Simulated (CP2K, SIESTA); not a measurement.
A CP2K input for a relaxation of cell and atoms of Na2S (Fm-3m, 3 atoms in the cell) (DFT PBE, GPW, DZVP-MOLOPT-SR-GTH basis, GTH-PBE potentials (GTH_POTENTIALS)):

```
&GLOBAL
  PROJECT calc
  RUN_TYPE CELL_OPT
  PRINT_LEVEL MEDIUM
&END GLOBAL
&FORCE_EVAL
  METHOD Quickstep
  STRESS_TENSOR ANALYTICAL
  &DFT
    BASIS_SET_FILE_NAME BASIS_MOLOPT
    POTENTIAL_FILE_NAME GTH_POTENTIALS
    &QS
      METHOD GPW
      EPS_DEFAULT 1E-11
      EXTRAPOLATION USE_GUESS
    &END QS
    &MGRID
      CUTOFF 950
      REL_CUTOFF 60
      NGRIDS 5
    &END MGRID
    &SCF
      SCF_GUESS ATOMIC
      EPS_SCF 1E-7
      MAX_SCF 100
      ADDED_MOS 5
      &DIAGONALIZATION
        ALGORITHM STANDARD
      &END DIAGONALIZATION
      &MIXING
        METHOD BROYDEN_MIXING
        ALPHA 0.2
        NBUFFER 8
      &END MIXING
      &SMEAR ON
        METHOD FERMI_DIRAC
        ELECTRONIC_TEMPERATURE [K] 232.09
      &END SMEAR
    &END SCF
    &KPOINTS
      SCHEME MONKHORST-PACK 6 6 6
      GAMMA_CENTERED T
    &END KPOINTS
    &XC
      &XC_FUNCTIONAL PBE
      &END XC_FUNCTIONAL
    &END XC
    &PRINT
      &MO
        EIGENVALUES T
        OCCUPATION_NUMBERS T
        NDIGITS 8
        FILENAME mo
        &EACH
          QS_SCF 0
        &END EACH
        ADD_LAST NUMERIC
      &END MO
      &MULLIKEN ON
      &END MULLIKEN
    &END PRINT
  &END DFT
  &SUBSYS
    &CELL
      ABC 4.71234300 4.71234347 4.71234322
      ALPHA_BETA_GAMMA 59.99999983 59.99999453 59.99999626
      PERIODIC XYZ
    &END CELL
    &COORD
      Na       2.35617175     1.36033625     0.96190300
      Na       7.06851525     4.08100875     2.88570900
      S        0.00000000     0.00000000     0.00000000
    &END COORD
    &KIND Na
      BASIS_SET DZVP-MOLOPT-SR-GTH-q9
      POTENTIAL GTH-PBE-q9
    &END KIND
    &KIND S
      BASIS_SET DZVP-MOLOPT-SR-GTH-q6
      POTENTIAL GTH-PBE-q6
    &END KIND
  &END SUBSYS
  &PRINT
    &FORCES ON
    &END FORCES
    &STRESS_TENSOR ON
    &END STRESS_TENSOR
  &END PRINT
&END FORCE_EVAL
&MOTION
  &CELL_OPT
    OPTIMIZER BFGS
    MAX_ITER 60
    MAX_FORCE 4E-4
    RMS_FORCE 3E-4
    EXTERNAL_PRESSURE [GPa] 0
    PRESSURE_TOLERANCE [bar] 200
  &END CELL_OPT
  &PRINT
    &CELL ON
    &END CELL
    &RESTART OFF
    &END RESTART
    &RESTART_HISTORY OFF
    &END RESTART_HISTORY
  &END PRINT
&END MOTION
```

Q: Give the SIESTA input for the same structure, mesh, smearing and functional.

A: This is the input that was run; spellings and numerical settings could be chosen otherwise.

```
# files in the folder: Na.psml S.psml (PseudoDojo PBE standard)
SystemName  Na2S
SystemLabel Na2S

NumberOfAtoms                3
NumberOfSpecies              2
%block ChemicalSpeciesLabel
  1 11 Na
  2 16 S
%endblock ChemicalSpeciesLabel
LatticeConstant              1.0 Ang
%block LatticeVectors
     0.000000000    3.332130000    3.332130000
     3.332130000    0.000000000    3.332130000
     3.332130000    3.332130000    0.000000000
%endblock LatticeVectors
AtomicCoordinatesFormat      Ang
%block AtomicCoordinatesAndAtomicSpecies
     1.666065000    1.666065000    1.666065000  1
     4.998195000    4.998195000    4.998195000  1
     0.000000000    0.000000000    0.000000000  2
%endblock AtomicCoordinatesAndAtomicSpecies

XC.functional                GGA
XC.authors                   PBE
PAO.BasisSize                DZP
PAO.EnergyShift              0.01 Ry
MeshCutoff                   400 Ry
%block kgrid.MonkhorstPack
    6   0   0  0.0
    0   6   0  0.0
    0   0   6  0.0
%endblock kgrid.MonkhorstPack
OccupationFunction           FD
ElectronicTemperature        0.02 eV

MaxSCFIterations             150
SCF.Mixer.Method             Broyden
SCF.Mixer.Weight             0.1
SCF.Mixer.History            6
SCF.DM.Tolerance             1.0E-04
Diag.ParallelOverK           true
MD.TypeOfRun                 Broyden
MD.Steps                     40
MD.MaxForceTol               0.02 eV/Ang
MD.VariableCell              true
MD.MaxStressTol              0.05 GPa
WriteForces                  true
```

Basis, cutoffs, solver keys and any potentials are the target program's own. This input uses DFT, GGA PBE, numerical atomic orbitals DZP, PseudoDojo PBE standard norm-conserving potentials (rewritten from UPF to PSML).

The starting cell has typed, rounded lattice constants, without a prior relaxation at this level. Its lattice was rescaled by a random factor within 2.5 % of one.
